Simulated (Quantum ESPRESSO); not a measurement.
Worked example: self-consistent single point of AlAs (F-43m, 2 atoms in the cell) in Quantum ESPRESSO.

Method of the run: LDA (PZ), spin-orbit coupling, PseudoDojo fully relativistic norm-conserving (PBE) pseudopotentials (plane waves; Quantum ESPRESSO 7.5).

```
CELL_PARAMETERS angstrom
      0.00000     2.86968     2.86968
      2.86968     0.00000     2.86968
      2.86968     2.86968     0.00000
ATOMIC_POSITIONS crystal
  Al 0.00000 0.00000 0.00000
  As 0.75000 0.75000 0.75000
```

Reference input (self-consistent single point, DFT, PBE, plane waves, SSSP 1.1.2 efficiency (PBE) pseudopotentials): ecutwfc = 35 Ry; ecutrho = 280 Ry; occupations = fixed; potentials = {Al: Al.pbe-n-kjpaw_psl.1.0.0.UPF, As: As.pbe-n-rrkjus_psl.0.2.UPF}; K_POINTS = automatic 10 10 10 1 1 1; nbnd = 8; conv_thr = 1e-10 Ry. This run's input differs from it in these lines:

```diff
@@ -13,6 +13,8 @@
    ntyp = 2,
-   ecutwfc = 35,
-   ecutrho = 280,
+   ecutwfc = 85,
    occupations = 'fixed',
-   nbnd = 8,
+   nbnd = 26,
+   noncolin = .true.,
+   lspinorb = .true.,
+   input_dft = 'pz',
 /
@@ -22,4 +24,4 @@
 ATOMIC_SPECIES
-Al    26.9815  Al.pbe-n-kjpaw_psl.1.0.0.UPF
-As    74.9216  As.pbe-n-rrkjus_psl.0.2.UPF
+Al    26.9815  Al.upf
+As    74.9216  As.upf
 ATOMIC_POSITIONS {crystal}
```

Output, abridged:

```
     Self-consistent Calculation

     iteration #  1     ecut=    85.00 Ry     beta= 0.70

---- Real-time Memory Report at c_bands before calling an iterative solver
           449 MiB given to the printing process from OS
           424 MiB allocation reported by mallinfo(arena+hblkhd)
------------------

     Threshold (ethr) on eigenvalues was too large:
     Diagonalizing with lowered threshold

---- Real-time Memory Report at c_bands before calling an iterative solver
           466 MiB given to the printing process from OS
           429 MiB allocation reported by mallinfo(arena+hblkhd)
------------------

   [... lines left out ...]

---- Real-time Memory Report at c_bands before calling an iterative solver
           516 MiB given to the printing process from OS
           490 MiB allocation reported by mallinfo(arena+hblkhd)
------------------

     total energy              =    -216.07253974 Ry
     estimated scf accuracy    <          1.7E-10 Ry

     iteration #  9     ecut=    85.00 Ry     beta= 0.70

---- Real-time Memory Report at c_bands before calling an iterative solver
           520 MiB given to the printing process from OS
           494 MiB allocation reported by mallinfo(arena+hblkhd)
------------------
     End of self-consistent calculation

     highest occupied, lowest unoccupied level (ev):     5.8965    7.3564

!    total energy              =    -216.07253974 Ry
     estimated scf accuracy    <          7.5E-12 Ry

     convergence has been achieved in   9 iterations

     Forces acting on atoms (cartesian axes, Ry/au):

     atom    1 type  1   force =     0.00000000    0.00000000    0.00000000
     atom    2 type  2   force =     0.00000000    0.00000000    0.00000000

     Total force =     0.000000     Total SCF correction =     0.000000

          total   stress  (Ry/bohr**3)                   (kbar)     P=      -33.21
  -0.00022574  -0.00000000  -0.00000000          -33.21       -0.00       -0.00
  -0.00000000  -0.00022574  -0.00000000           -0.00      -33.21       -0.00
  -0.00000000  -0.00000000  -0.00022574           -0.00       -0.00      -33.21

   JOB DONE.
```

The run converged in 9 iterations. Against the reference run the pressure goes from -0.27 to -3.32 GPa and the gap on the mesh goes from 1.621 to 1.460 eV.

The starting cell comes from a database of computed structures (which also holds hypothetical and non-ambient phases and stackings), without a prior relaxation at this level. Its lattice was rescaled by a random factor within 2.5 % of one. With a pressure of about -3 GPa the cell is away from its equilibrium volume at this level. The shifted mesh does not hold Γ, so a gap read on it misses any band edge there.

Cost on one core of a shared machine: roughly 8 min.
